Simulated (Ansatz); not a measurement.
## Effect of electrons 1.0×10^21 cm⁻³ on CdTe

The reference is CdTe in the zinc blende structure (space group F-43m, No. 216; a = 6.6186 Å).

Perturbation: electron doping at 1.0×10^21 cm⁻³ (0.0725 per cell), with a uniform compensating background at fixed cell and a 300 K Fermi–Dirac width.

Computed with PBE/PAW in Ansatz (a first-principles code), without spin-orbit coupling, earlier PAW set. Γ-centred 20×20×20 mesh, Fermi–Dirac width 0.0259 eV.

The gap between the host's bands shrinks by 0.017 eV, from 0.58 eV to 0.57 eV and the gap character stays direct at Γ. The valley order (the lowest conduction-band minima on the path, energy above the VBM, named in the base's zone) goes from Γ 0.58 eV; L along ⟨111⟩ 1.76 eV to Γ 0.57 eV; L along ⟨111⟩ 1.74 eV and the Fermi level relative to the doped band's edge (positive inside the band; to 0.05 eV) comes out as +1.30 eV.

Carriers are added with a uniform compensating background; total energy and stress of such cells depend on the potential's zero and are not compared; many-body gap narrowing is missing at this level. Spin-orbit coupling, missing from the scalar runs, can matter with Te. Whether these cells are dynamically stable was not tested.
